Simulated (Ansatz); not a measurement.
Take Mo in the bcc (W type) structure (space group Im-3m, No. 229; a = 3.151 Å) as the base. Axes: x, y, z lie along the cube axes.

Calculations: Ansatz (a quantum-chemistry and plane-wave program), r2SCAN, PAW, cutoff 500 eV, without spin-orbit coupling.

Strains are applied to the cell and any free atomic positions relax; under biaxial strain the out-of-plane vector relaxes too.

One change was made to it. Results:

The energy goes up by 46 meV/atom; the pressure (mean of the normal stresses, compression positive) goes from zero to 11.5 GPa; the shortest interatomic distance drops by 0.032 Å to 2.696 Å.

Problem. What was done to the base?
A. tensor shear ε_yz = −3.10 %
B. biaxial strain −2.89 %, plane normal [001], relaxed out of plane
C. biaxial strain −3.71 %, plane normal [001], relaxed out of plane
D. uniaxial strain ε_zz = +5.83 %
E. uniaxial strain ε_zz = −0.19 %

Solution. B, biaxial strain −2.89 %, plane normal [001], relaxed out of plane. For comparison, the energy relative to the base in the other runs: tensor shear ε_yz = −3.10 % gives +19 meV/atom; biaxial strain −3.71 %, plane normal [001], relaxed out of plane gives +78 meV/atom; uniaxial strain ε_zz = +5.83 % gives +71 meV/atom; uniaxial strain ε_zz = −0.19 % gives +0.1 meV/atom.

Without a gap, meshes like the base's 21×21×21 leave anisotropic stresses uncertain by several tenths of a GPa, and small strain energies with them. No phonon test of stability was made. The final runs are not spin-polarised.
